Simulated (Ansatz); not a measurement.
Functionals compared on OH on the 1x1 (101) surface of anatase TiO2 (cut with top plane O), one in a 2x1 cell, started at the site 'bridge O-O-O (span 3.8 Å)', in Ansatz (plane waves, PAW). The structure was relaxed with PBE; the other rows are single points on it, each with its references at the same level. Cutoff 420 eV (500 eV for r2SCAN). The points keep PBE's geometry, so the relaxation of a polaron and the settling of charge on one site are left out.

Host crystal: anatase TiO2, with a band gap (PBE, scalar-relativistic without spin-orbit coupling).

Set-up: 38 atoms, 9.4 Å thick at the start under the adsorbate (thin: gaps and levels are the slab's own); mesh 3x4x1; 0.01 eV smearing; dipole correction on; 14 atoms held, the rest relaxed; no symmetry held; spin-polarised, ending with about 1.0 μB a cell; orders that need a larger cell were not tried, no spin-orbit, no U, no dispersion correction. At the end it is bonded to Ti. In PBE this state lies 0.08 eV over the lowest of the starts that converged ('top O #2'). These notes are the PBE run's. r2SCAN: The program's check for a lower electronic state was not made. Adsorption energies are against H2O(g) − ½ H2(g). A negative adsorption energy means that the adsorbate is more stable on the surface than in its reference.

```
functional  adsorption energy (eV)  gap of the slab on its k-mesh (eV)  highest filled level below the top vacuum level (eV)  magnetic moment of the cell (μB)          rough cost of the single point
----------  ----------------------  ----------------------------------  ----------------------------------------------------  --------------------------------  --------------------------------------
PBE                           2.37                                0.76                                                  7.44                              1.00                                       –
RPBE                          2.53                                0.80                                                  7.31                              1.00             very roughly 9 core-minutes
r2SCAN                           ?                                   ?                                                     ?                              1.00  about 15 core-minutes (a rough figure)
```

Q: Complete the blanks.

A: 
- r2SCAN, adsorption energy (eV): 2.17
- r2SCAN, gap of the slab on its k-mesh (eV): 1.25
- r2SCAN, highest filled level below the top vacuum level (eV): 7.61

Ansatz is a quantum-chemistry and plane-wave program.
